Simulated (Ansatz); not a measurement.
## Response to strain in ZnO

Consider ZnO in the wurtzite structure (space group P6_3mc, No. 186; a = 3.187 Å, c = 5.153 Å).

Strains are applied to the cell and any free atomic positions relax.

Method: Ansatz (a quantum-chemistry and plane-wave program) LDA, without spin-orbit coupling.

Notes on the quantities. pressure: mean of the normal stresses, compression positive; energy relative to the base: free energy F.

| change | pressure | volume per atom | width of the top valence band | energy relative to the base | band gap |
|---|---|---|---|---|---|
| base | 0.0 kbar | 11.33 Å³ | 1.93 eV | 0 meV/atom | 0.80 eV |
| isotropic strain −3.00 % | ___ | 10.34 Å³ | 2.15 eV | +51 meV/atom | 0.94 eV |
| isotropic strain −2.40 % | ___ | 10.53 Å³ | 2.11 eV | +32 meV/atom | 0.91 eV |
| isotropic strain −1.80 % | 99.1 kbar | 10.73 Å³ | ___ | ___ | 0.89 eV |
| isotropic strain −1.20 % | 63.3 kbar | 10.93 Å³ | 2.02 eV | +7.7 meV/atom | 0.86 eV |

Question: What belongs in the blanks?

Answer: 
- isotropic strain −3.00 %, pressure: 180.5 kbar
- isotropic strain −2.40 %, pressure: 138.1 kbar
- isotropic strain −1.80 %, width of the top valence band: 2.06 eV
- isotropic strain −1.80 %, energy relative to the base: +18 meV/atom

Stability against distortions was not tested.
